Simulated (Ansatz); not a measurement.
Take WC (space group P-6m2, No. 187; relaxed with 0.1 eV smearing) as the base.

```
WC
1.0
    2.88431     0.00000     0.00000
   -1.44215     2.49788     0.00000
    0.00000     0.00000     2.81153
W C
1 1
Direct
  0.00000   0.00000   0.00000
  0.33333   0.66667   0.50000
```

Cartesian axes are those of the cell as printed.

Method: LDA/PAW in Ansatz (an electronic-structure program), without spin-orbit coupling.

Before the change:

```
Quantity                         Value
-----------------------------  -------
Shortest interatomic distance  2.179 Å
Band gap                          zero
```

It is then changed as follows: the cell is stretched by 1.00 % along z with no lateral relaxation, atoms relaxed at fixed cell.

**Question.** Predict the new shortest interatomic distance.

**Answer.** The shortest interatomic distance goes up by 0.009 Å (2.179 Å → 2.188 Å).

**Question.** Predict the new band gap.

**Answer.** The band gap remains zero.

**Question.** How does this affect the stress?

**Answer.** The stress (xx, yy, zz, yz, xz, xy; compression positive) is (-1.9, -1.9, -9.9, 0.0, 0.0, 0.0) GPa.

The cells carry an imposed strain or load. Stability against distortions was not tested. The final runs are not spin-polarised.
